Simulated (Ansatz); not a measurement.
C_Si in silicon (start: the Si site; 64-site cell, 2×2×2 shifted sampling), impurity bounded by its compound with the host (Δμ(Si) = 0.00 eV, Δμ(C) = -0.41 eV, bounded by 6H silicon carbide; only phases computed here count, gases as isolated molecules at 0 K). These are PBE, PAW (plane waves to 420 eV; Ansatz, a first-principles code) values and carry that method's errors. In charge state 0 (not spin-polarised) the formation energy is 2.02 eV. The crystal has 4.89 × 10^22 Si sites per cm³.

Problem. Estimate the equilibrium concentration at 1300 K in the dilute limit, leaving out vibrational entropy and degeneracy.

Solution. kT = 0.1120 eV; c = N exp(−E_f / kT) = 4.89 × 10^22 × exp(−18.0) ≈ 7 × 10^14 cm^-3. An error of 0.2 eV in E_f moves this by a factor of 6.
